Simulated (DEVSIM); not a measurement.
System: Co/SiO2/p-GaAs capacitor, at 300 K.

```tsv
layer (left to right)	material	thickness (nm)	Na (cm⁻³)
1	SiO2	37.0	-
2	GaAs	7800	1.4e15
```

Metal gate on the left, work function 5 eV. Fixed charge at the semiconductor interface 1.5e11 cm⁻² (in units of +e); interface traps 8.9e10 cm⁻² eV⁻¹, uniform in energy, neutral level at 0.5 of the gap above the valence band.

The device is made up for the run: typed textbook-type constants, with dimensions and the other settings drawn at random. Values at 300 K.

| parameter | SiO2 | GaAs |
|---|---|---|
| gap (eV) | 9 | 1.424 |
| affinity (eV) | 0.9 | 4.07 |
| permittivity | 3.9 | 12.9 |
| Nc (cm⁻³) | - | 4.7e17 |
| Nv (cm⁻³) | - | 9e18 |

Simulated with DEVSIM: 1D Poisson equation in equilibrium, Boltzmann statistics, complete ionisation; no quantum confinement or tunnelling. Metal contacts follow the ideal Schottky-Mott rule: no Fermi-level pinning, no interface dipoles.

Q: Give the band bending (positive: bands bend down) and minority sheet density.

A: 
```json
[
 {"Vg (V)": "-3.8", "ψs (V)": "-0.224", "minority carriers (cm⁻²)": "< 1e8"},
 {"Vg (V)": "-3.2", "ψs (V)": "-0.212", "minority carriers (cm⁻²)": "< 1e8"},
 {"Vg (V)": "-2.6", "ψs (V)": "-0.197", "minority carriers (cm⁻²)": "< 1e8"},
 {"Vg (V)": "-2", "ψs (V)": "-0.177", "minority carriers (cm⁻²)": "< 1e8"},
 {"Vg (V)": "-1.4", "ψs (V)": "-0.145", "minority carriers (cm⁻²)": "< 1e8"},
 {"Vg (V)": "-0.8", "ψs (V)": "-0.067", "minority carriers (cm⁻²)": "< 1e8"},
 {"Vg (V)": "-0.2", "ψs (V)": "0.247", "minority carriers (cm⁻²)": "< 1e8"},
 {"Vg (V)": "0.4", "ψs (V)": "0.695", "minority carriers (cm⁻²)": "< 1e8"},
 {"Vg (V)": "1", "ψs (V)": "1.123", "minority carriers (cm⁻²)": "3.0e10"}
]
```
